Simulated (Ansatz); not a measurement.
Consider SiC in the wurtzite structure (space group P6_3mc, No. 186; a = 3.076 Å, c = 5.048 Å). Axes: x lies along a and z along c of the hexagonal cell.

All numbers come from plane-wave PAW DFT at the PBEsol level (Ansatz, an electronic-structure program, 420 eV), scalar-relativistic without spin-orbit coupling.

Before the change:

```
Item                                     Value
-----------------------------  ---------------
Gap character                  indirect, Γ → K
Shortest interatomic distance          1.883 Å
```

The change: compressive biaxial strain of 3.00 % in the plane normal to [001], as in epitaxy on a mismatched substrate; the out-of-plane cell vector and the atoms relax.

**Question.** What happens to the gap character?

**Answer.** The gap character remains indirect, Γ → K.

**Question.** What does the calculation give for the out-of-plane strain after the change?

**Answer.** The out-of-plane strain is +0.68 %.

**Question.** How does this affect the shortest interatomic distance?

**Answer.** The shortest interatomic distance decreases by 0.040 Å, from 1.883 Å to 1.843 Å.

Whether these cells are dynamically stable was not tested.
